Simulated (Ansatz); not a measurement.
# Cubic perovskite KMgF₃

Calculation: revPBE (PAW; Ansatz, an electronic-structure program).

Settings: plane-wave cutoff 520 eV, 8×8×8 k mesh, Fermi–Dirac smearing 0.01 eV, scalar-relativistic PAW data made under PBE.

Cell: relaxed at this level.

```
Item                                                     Result
-------------------------------------------  ------------------
volume per atom                                   13.99 Å³/atom
bulk modulus                                           57.7 GPa
lattice constant a                                      4.121 Å
band gap                                     6.87 eV (indirect)
smallest direct gap on the k points sampled             7.19 eV
pressure derivative B′ of the bulk modulus                  4.4
```

Measured, for comparison: equilibrium volume per atom 12.70 Å³/atom, lattice constant a 3.990 Å (room temperature, not corrected to a static lattice; as tabulated in Vaitheeswaran et al. (2007), arXiv:cond-mat/0703621); bulk modulus 75.1 GPa (room temperature, not corrected to a static lattice, our sources range from 71.2 to 75.1; as tabulated in Vaitheeswaran et al. (2007), arXiv:cond-mat/0703621). Computed (rounded) less measured: equilibrium volume per atom +10.2 %, bulk modulus -23 % (-19 % to -23 % over the range), lattice constant a +3.3 %.

Note: the cell is over a tenth larger than the published one: the level's own overestimate first of all, though another phase or state, or a fault of the published cell, is possible.

Static lattice: no zero-point or thermal effects.

The result took around 29 core-seconds (rough).
